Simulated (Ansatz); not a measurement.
Structures of equal composition on the (111) surface of fcc Cu: one row in 3 of the top plane missing; (√3x√3)R30°, one Cu site of the top plane empty. The slabs share one bottom face, and each structure is named by its start. These are constructed structures in small cells; real faces may alloy, dewet or reconstruct in larger ones, and not all known structures of the face are among them. Slabs of about 10 Å, Fermi-Dirac smearing of 0.1 eV. Bottom of the slabs: a bare face, its two planes held. Relaxed from the named starts with such symmetry as they have, on meshes of like density; energies extrapolated to zero smearing; spin only where a row says so; no spin-orbit coupling, no U. Brackets mark spin-polarised runs, whose order is one that fits the cell. The cells differ, so small differences also carry the error of unlike k-meshes.

These are PBE (plane waves to 420 eV, PAW; Ansatz, a quantum-chemistry and plane-wave program) values and carry that method's errors.

Question: Rank these by energy per 1x1 cell (lowest first), as PBE gives it.

Answer: one row in 3 of the top plane missing (0.00 eV), (√3x√3)R30°, one Cu site of the top plane empty (0.08 eV)
